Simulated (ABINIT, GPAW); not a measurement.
A GPAW input for a self-consistent single point of ZrIn3 (I4/mmm, 4 atoms in the cell) (DFT PBEsol, plane waves, GPAW PAW datasets PBEsol (made by gpaw-setup)):

```python
from ase import Atoms
from ase.units import GPa
from gpaw import GPAW, PW, FermiDirac

atoms = Atoms(['Zr', 'In', 'In', 'In'],
              cell=[[-2.150059, 2.150059, 4.978045],
                    [2.150059, -2.150059, 4.978045],
                    [2.150059, 2.150059, -4.978045]],
              scaled_positions=[[0.000000, 0.000000, 0.000000],
                                [0.250000, 0.750000, 0.500000],
                                [0.750000, 0.250000, 0.500000],
                                [0.500000, 0.500000, 0.000000]],
              pbc=True)

calc = GPAW(mode=PW(550),
            xc='PBEsol',
            kpts=(7, 7, 7),
            occupations=FermiDirac(0.1),
            nbands=-8,
            symmetry={'symmorphic': False, 'tolerance': 0.0005},
            maxiter=120)

atoms.calc = calc

energy = atoms.get_potential_energy()
print('Energy (eV):', round(energy, 6))
forces = atoms.get_forces()
print('Forces (eV/Ang):')
print(forces.round(5))
stress = atoms.get_stress()
print('Stress (GPa, Voigt):', (stress / GPa).round(4))
```

Question: Write the same calculation as an input for ABINIT.

Answer: One input that does it (others would too):

```
# ZrIn3, PseudoDojo nc-sr-04 PBEsol standard
pp_dirpath "./"
pseudos "Zr.upf, In.upf"
acell 5.8332186166 5.8332186166 5.8332186166 Angstrom
rprim
        -0.3685887914    0.3685887914    0.8533959255
         0.3685887914   -0.3685887914    0.8533959255
         0.3685887914    0.3685887914   -0.8533959255
natom 4
ntypat 2
znucl 40 49
typat 1 2 2 2
xred
         0.0000000000    0.0000000000    0.0000000000
         0.2500000000    0.7500000000    0.5000000000
         0.7500000000    0.2500000000    0.5000000000
         0.5000000000    0.5000000000    0.0000000000
ecut 35
occopt 3
tsmear 0.1 eV
nband 34
kptopt 1
ngkpt 7 7 7
nshiftk 1
shiftk 0 0 0
nstep 100
toldfe 1.0e-09
prtwf 0
prtden 0
```

Basis, cutoffs, solver keys and any potentials are the target program's own. This input uses DFT, PBEsol, plane waves, norm-conserving pseudopotentials (PseudoDojo nc-sr-04 PBEsol standard). Both were run: pressure -4.88 GPa in GPAW and -4.05 in ABINIT.

On ABINIT: the starting cell comes from a database of computed structures (which also holds hypothetical and non-ambient phases and stackings), without a prior relaxation at this level. Its lattice was rescaled by a random factor within 2.5 % of one. With a pressure of about -4 GPa the cell is away from its equilibrium volume at this level.

On GPAW: the starting cell comes from a database of computed structures (which also holds hypothetical and non-ambient phases and stackings), without a prior relaxation at this level. Its lattice was rescaled by a random factor within 2.5 % of one. With a pressure of about -5 GPa the cell is away from its equilibrium volume at this level.
